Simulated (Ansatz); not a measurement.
All values below come from PBE (plane waves to 420 eV, PAW; Ansatz, a quantum-chemistry and plane-wave program).

Electrostatic potential energy of an electron, averaged over planes parallel to the surface, in eV from the Fermi level, for a constructed model of the (111) surface of fcc Pt, a pseudomorphic layer of Pd in the host's stacking (bottom of the slab: a bare face, its two planes held):

| z (Å) | V (eV) |
|---|---|
| 3.61 | 5.67 |
| 3.89 | 5.67 |
| 4.17 | 5.67 |
| 4.44 | 5.66 |
| 4.72 | 5.66 |
| 5.00 | 5.65 |
| 5.28 | 5.64 |
| 5.56 | 5.61 |
| 5.83 | 5.54 |
| 6.11 | 5.39 |
| 6.39 | 5.06 |
| 6.67 | 4.32 |
| 6.94 | 2.65 |
| 7.22 | -1.53 |
| 7.50 | -10.32 |
| 7.78 | -19.17 |
| 8.06 | -23.31 |
| 8.33 | -20.67 |
| 8.61 | -12.70 |
| 8.89 | -3.79 |
| 9.17 | 0.07 |
| 9.44 | -1.40 |
| 9.72 | -8.64 |
| 10.00 | -17.73 |
| 10.28 | -23.14 |
| 10.56 | -22.18 |
| 10.83 | -15.34 |
| 11.11 | -6.14 |
| 11.39 | -0.65 |
| 11.67 | -0.81 |
| 11.94 | -6.70 |
| 12.22 | -15.93 |
| 12.50 | -22.46 |
| 12.78 | -23.01 |
| 13.06 | -17.31 |
| 13.33 | -8.17 |
| 13.61 | -1.32 |
| 13.89 | -0.33 |
| 14.17 | -4.76 |
| 14.44 | -13.80 |
| 14.72 | -21.37 |
| 15.00 | -23.47 |
| 15.28 | -19.10 |
| 15.56 | -10.36 |
| 15.83 | -2.37 |
| 16.11 | -0.11 |
| 16.39 | -3.05 |
| 16.67 | -11.48 |
| 16.94 | -19.90 |
| 17.22 | -23.58 |
| 17.50 | -20.70 |
| 17.78 | -12.68 |
| 18.06 | -3.87 |
| 18.33 | -0.12 |
| 18.61 | -1.60 |
| 18.89 | -8.92 |
| 19.17 | -17.95 |
| 19.44 | -23.18 |
| 19.72 | -21.95 |
| 20.00 | -14.88 |
| 20.28 | -5.56 |
| 20.56 | 0.01 |
| 20.83 | 0.32 |
| 21.11 | -4.26 |
| 21.39 | -11.17 |
| 21.67 | -16.67 |
| 21.94 | -16.85 |
| 22.22 | -11.52 |
| 22.50 | -4.45 |
| 22.78 | 1.11 |
| 23.06 | 3.32 |
| 23.33 | 4.29 |
| 23.61 | 4.74 |
| 23.89 | 4.95 |
| 24.17 | 5.05 |
| 24.44 | 5.10 |
| 24.72 | 5.12 |
| 25.00 | 5.13 |
| 25.28 | 5.14 |
| 25.56 | 5.14 |
| 25.83 | 5.14 |
| 26.11 | 5.14 |

Model: 7-atom slab, 13.8 Å thick at the start, 15x15x1 mesh, Fermi-Dirac 0.1 eV, dipole correction, 2 atoms held, the rest relaxed; start symmetry kept, larger cells not searched; no spin, no spin-orbit, no U. In PBE it is, or lies within 0.01 eV a 1x1 cell of, the lowest of the 2 structures of its composition computed so far; larger cells were not tried.

Question: The surface cell has an area of 6.82 Å². What dipole along the normal does the step between the two vacuum levels imply?

Answer: the top vacuum level lies 0.52 eV below the bottom one; p = −ε₀ A ΔV (ε₀ = 0.005526 e/(V·Å)) gives 0.02 e·Å a cell.
